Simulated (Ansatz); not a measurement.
Consider a 9-atom supercell of Mg2Ge in the anti-fluorite structure (space group Fm-3m, No. 225; a = 6.421 Å) at its relaxed geometry.

The values are results of PBE/PAW in Ansatz (a first-principles code), spin-orbit coupling left out, earlier PAW set, not measurements.

Base values:

| Item | Value |
|---|---|
| Pressure | 0.0 GPa |

Now apply this change: one Li atom is added in an open site, starting 2.48 Å from the nearest host atom, atoms relaxed at fixed cell, starting from a slightly rattled geometry.

What happens to the pressure and final site of the added atom?

The pressure goes from zero to 2.0 GPa; the final site of the added atom comes out as 6 Ge at 3.18 Å (octahedral).

The magnetic state is the one reached from the starting moments; the real material's order can differ, and small cells can't hold many antiferromagnetic ones. The cell is small, so the values are those of an ordered compound at a high defect concentration; dilute-limit values will differ. The mesh was chosen for an insulator and is coarse for the gapless case. Seeded moments were not kept for Li interstitial (started 2.48 Å from the nearest host atom). The defect cell is spin-polarised and ends with 0.0 μB.
